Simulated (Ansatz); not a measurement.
Input and output of a self-consistent single point for the (001) slab of PbO (cut from a parent of space group no. 129; 8 atoms in the cell) (Ansatz, a quantum-chemistry and plane-wave program).

Method: PBE, PAW files (plane waves; Ansatz).

The change in words: vacuum of 4 angstrom (first run: 14 Å). Reference geometry:
```
CELL_PARAMETERS angstrom
      3.99194     0.00000     0.00000
      0.00000     3.99194     0.00000
      0.00000     0.00000    21.40152
ATOMIC_POSITIONS crystal
  Pb 0.50000 0.00000 0.32708
  Pb 0.00000 0.50000 0.43766
  O  0.50000 0.50000 0.38237
  O  0.00000 0.00000 0.38237
  Pb 0.50000 0.00000 0.56234
  Pb 0.00000 0.50000 0.67292
  O  0.50000 0.50000 0.61763
  O  0.00000 0.00000 0.61763
```

Reference input (self-consistent single point, DFT, PBE, plane waves, PAW files): basis.ecutwfc = 420 eV; kpoints.mp_grid.grid = 6 6 1; hamiltonian.xc = pbe; hamiltonian.pseudopotentials = {kind: paw} (the program's default PAW files); scf.occupations.method = fermi_dirac; scf.occupations.width = 0.02 eV. This run's input differs from it in these lines:

Ansatz 0.2 input:
```diff
@@ -5,12 +5,12 @@
     - [0.000000, 3.991940, 0.000000]
-    - [0.000000, 0.000000, 21.401520]
+    - [0.000000, 0.000000, 11.401502]
   atoms:
-    - { symbol: Pb, position: [0.500000, 0.000000, 0.327080] }
-    - { symbol: Pb, position: [0.000000, 0.500000, 0.437656] }
-    - { symbol: O, position: [0.500000, 0.500000, 0.382366] }
-    - { symbol: O, position: [0.000000, 0.000000, 0.382366] }
-    - { symbol: Pb, position: [0.500000, 0.000000, 0.562344] }
-    - { symbol: Pb, position: [0.000000, 0.500000, 0.672920] }
-    - { symbol: O, position: [0.500000, 0.500000, 0.617634] }
-    - { symbol: O, position: [0.000000, 0.000000, 0.617634] }
+    - { symbol: Pb, position: [0.500000, 0.000000, 0.175415] }
+    - { symbol: Pb, position: [0.000000, 0.500000, 0.382975] }
+    - { symbol: O, position: [0.500000, 0.500000, 0.279192] }
+    - { symbol: O, position: [0.000000, 0.000000, 0.279192] }
+    - { symbol: Pb, position: [0.500000, 0.000000, 0.617025] }
+    - { symbol: Pb, position: [0.000000, 0.500000, 0.824585] }
+    - { symbol: O, position: [0.500000, 0.500000, 0.720808] }
+    - { symbol: O, position: [0.000000, 0.000000, 0.720808] }
 basis:
```

The program printed (abridged):

```
SCF iter   1: F=—  HF=-49904.759458 eV  |F-HF|=—  |Δ(HF+E_count)|=         —  Δρ=4.39e-2  dr2=4.24e0  ethr=3.10e-3  ⟨swp⟩=6.7  Hψ=1922  notcnv=0
all-band conjugate gradients solve this SCF's bands
preconditioner: auto → Resta (q_TF=auto, 2.380 Å⁻¹)
SCF iter   2: F=—  HF=-49903.941223 eV  |F-HF|=—  |Δ(HF+E_count)|=   8.18e-1  Δρ=2.59e-2  dr2=8.51e-1  ethr=3.10e-3  ⟨swp⟩=2.9  Hψ=1071  notcnv=0  defer=27
   [... lines left out ...]
SCF iter   6: F=—  HF=-49903.850425 eV  |F-HF|=—  |Δ(HF+E_count)|=   2.40e-3  Δρ=1.24e-4  dr2=3.81e-5  ethr=1.26e-6  ⟨swp⟩=2.4  Hψ=684  notcnv=0  defer=27
SCF iter   7: F=—  HF=-49903.850572 eV  |F-HF|=—  |Δ(HF+E_count)|=   1.47e-4  Δρ=4.14e-5  dr2=8.37e-6  ethr=4.76e-8  ⟨swp⟩=2.0  Hψ=818  notcnv=0  defer=27
SCF iter   8: F=—  HF=-49903.850586 eV  |F-HF|=—  |Δ(HF+E_count)|=   1.38e-5  Δρ=1.32e-5  dr2=4.30e-7  ethr=1.05e-8  ⟨swp⟩=3.0  Hψ=853  notcnv=0  defer=27
SCF iter   9: F=-49903.850588 eV  HF=-49903.850588 eV  |F-HF|=1.06e-7  |Δ(HF+E_count)|=   2.14e-6  Δρ=3.34e-6  dr2=3.24e-8  ethr=1.25e-10  ⟨swp⟩=13.1  Hψ=2545  notcnv=0
SCF 1 converged in 9 iterations: F = -49903.850588 eV  dr2 = 3.24e-8
Free energy (F): -49903.850588 eV
Internal energy: -49903.850588 eV  (E = F + TS)
E sigma→0 (E₀):  -49903.850588 eV
Fermi energy:    7.894011 eV
--- Forces (eV/Å), atoms counted from 1 ---
  atom   1  Pb    -0.00000000     0.00000000    -0.51202777
  atom   2  Pb     0.00000000     0.00000000     0.33587238
  atom   3  O      0.00000000     0.00000000    -0.01756899
  atom   4  O      0.00000000     0.00000000    -0.01756899
  atom   5  Pb     0.00000000     0.00000000    -0.33587238
  atom   6  Pb    -0.00000000     0.00000000     0.51202777
  atom   7  O      0.00000000     0.00000000     0.01756899
  atom   8  O      0.00000000     0.00000000     0.01756899
--- Stress (GPa, compression-positive) ---
        3.295308       0.000000       0.000000
        0.000000       3.295308       0.000000
        0.000000       0.000000       2.397866
  P = ⅓ Tr σ = 2.9962 GPa (29.962 kbar)
  The stress holds the Pulay correction. Without it, at fixed plane waves, as pw.x and ABINIT print it: P = 2.8256 GPa
```

The run converged in 9 iterations. Against the reference run the free energy goes down by 4.8 meV/atom, the largest force moves little (0.505 to 0.512 eV/Å) and the gap on the mesh goes from 2.037 to 1.769 eV.

The starting cell has typed, rounded lattice constants, without a prior relaxation at this level. The slab is cut from that crystal, and its faces are unrelaxed. Its lattice was rescaled by up to half a per cent. Spin-orbit coupling is off. Spin polarisation is off, though cut faces can carry moments; a gap of a slab can lie between surface states.
